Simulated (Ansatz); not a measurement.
Fluorite PtAl2: PBE at its full settings (plane-wave cutoff 520 eV, 16×16×16 k mesh, Fermi–Dirac smearing 0.05 eV, scalar-relativistic PAW data made under PBE) and at cheaper ones, in a cell of 3 atoms with Γ-centred meshes.

| level and setting | equilibrium lattice constant a (Å) | bulk modulus (GPa) |
|---|---|---|
| PBE (Ansatz) | 5.946 | 129 |
| PBE (300 eV cutoff) (Ansatz) | 5.957 | 129 |
| PBE (2×2×2 k mesh) (Ansatz) | 5.885 | 145 |
| PBE (4×4×4 k mesh) (Ansatz) | 5.952 | 129 |
| PBE (6×6×6 k mesh) (Ansatz) | 5.945 | 130 |
| PBE (Fermi-Dirac smearing of 0.3 eV) (Ansatz) | 5.951 | 128 |

Largest shifts from the full settings: lattice constant a -1.03 % (PBE (2×2×2 k mesh)), against a difference of +0.61 % of the full result from the reference 5.91 Å (measured, temperature not stated, copied from a table, unchecked, not corrected to a static lattice; as tabulated in Crystal Structures 1, 239 (1963)); bulk modulus +12.4 % (PBE (2×2×2 k mesh)).

Ansatz's density-functional and Hartree–Fock values are scalar-relativistic unless marked +SOC, with PAW data made under PBE.

Run with cheap settings on purpose, which may leave them unconverged: PBE (2×2×2 k mesh), PBE (300 eV cutoff), PBE (4×4×4 k mesh), PBE (6×6×6 k mesh), PBE (Fermi-Dirac smearing of 0.3 eV).

Ansatz is a quantum-chemistry and plane-wave program.
